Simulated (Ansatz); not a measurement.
Base system: MgSe in the rock salt structure (space group Fm-3m, No. 225).

```
MgSe
1.0
    0.00000     2.73663     2.73663
    2.73663     0.00000     2.73663
    2.73663     2.73663     0.00000
Se Mg
1 1
Direct
  0.00000   0.00000   0.00000
  0.50000   0.50000   0.50000
```

Cartesian axes are those of the cell as printed.

Method: Kohn–Sham DFT with the r2SCAN functional, run in Ansatz (a first-principles code) with PAW and 500 eV plane waves, no spin-orbit coupling, earlier PAW set.

Strains are applied to the cell and any free atomic positions relax; under biaxial strain the out-of-plane vector relaxes too.

One change was made to it. Results:

```tsv
quantity	base	after
energy relative to the base (free energy F)	0 meV/atom	+8.5 meV/atom
smallest direct gap	3.44 eV	3.00 eV
valence-band top at Γ (three highest levels, from the VBM)	0.00, 0.00, 0.00 eV	0.00, -0.30, -0.30 eV
```

Task: Which change produced these results?
A) biaxial strain +4.98 %, plane normal [001], relaxed out of plane
B) biaxial strain +2.17 %, plane normal [111], relaxed out of plane
C) strain tensor (xx, yy, zz, yz, xz, xy) = (−0.11, +0.88, +1.26, +0.52, +0.92, +0.81) %

Result: B, biaxial strain +2.17 %, plane normal [111], relaxed out of plane. For comparison, the energy relative to the base in the other runs: biaxial strain +4.98 %, plane normal [001], relaxed out of plane gives +36 meV/atom; strain tensor (xx, yy, zz, yz, xz, xy) = (−0.11, +0.88, +1.26, +0.52, +0.92, +0.81) % gives +4.4 meV/atom.

Stability against distortions was not tested.
